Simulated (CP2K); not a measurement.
# What each level gives and costs: ZnS (F-43m, 2 atoms in the cell)

```xyz
2
Lattice="3.7694 0.0000 0.0000 1.8847 3.2644 0.0000 1.8847 1.0881 3.0777" Properties=species:S:1:pos:R:3 pbc="T T T"
Zn     0.0000     0.0000     0.0000
S      1.8847     1.0881     0.7694
```

Program: CP2K, GTH-PBE potentials (GTH_POTENTIALS); each row names its functional.

Base settings: CUTOFF = 600 Ry; REL_CUTOFF = 60 Ry; SMEAR/METHOD = FERMI_DIRAC; ELECTRONIC_TEMPERATURE = 116.05 K; KPOINTS/SCHEME = MONKHORST-PACK 6 6 6; GAMMA_CENTERED = T; XC_FUNCTIONAL = PBE; Zn/BASIS_SET = DZVP-MOLOPT-SR-GTH-q12; Zn/POTENTIAL = GTH-PBE-q12; S/BASIS_SET = DZVP-MOLOPT-SR-GTH-q6.

Differences are taken from r2SCAN, a reference of convenience: it is no measurement, and no ranking of the functionals follows.

Core times come from one kind of shared machine and are given to one figure; runs under 30 s give none.

The starting cell comes from a database of computed structures (which also holds hypothetical and non-ambient phases and stackings), without a prior relaxation at this level. Its lattice was rescaled by a random factor within 2.5 % of one. Values carry the incompleteness of an atom-centred basis. In the base run, with a pressure of about 5 GPa the cell is away from its equilibrium volume at this level.

The runs (level): LDA (Pade form) | PBEsol | RPBE | revPBE | BLYP | Wu-Cohen GGA | PW91 | PBE | r2SCAN.

### Question
Which is the cheapest choice that gives the gap on the mesh within 0.05 eV of r2SCAN, and what does it save?

### Answer
RPBE, off by 0.046 eV; it needs about 0.3 of the reference's time.

```tsv
level	gap on the mesh less reference (eV)	pressure less reference (GPa)	core time / reference (rough)
LDA (Pade form)	-0.460	-2.43	0.3
PBEsol	-0.374	0.49	0.3
RPBE	-0.046	6.25	0.3
revPBE	-0.088	5.60	0.3
BLYP	-0.205	7.90	0.3
Wu-Cohen GGA	-0.380	0.76	0.3
PW91	-0.214	3.88	0.3
PBE	-0.192	4.07	0.3
r2SCAN	0.000	0.00	1
```

Left out of this page: 2 runs of the series unsound by tests on forces, stress, charge or solver warnings.
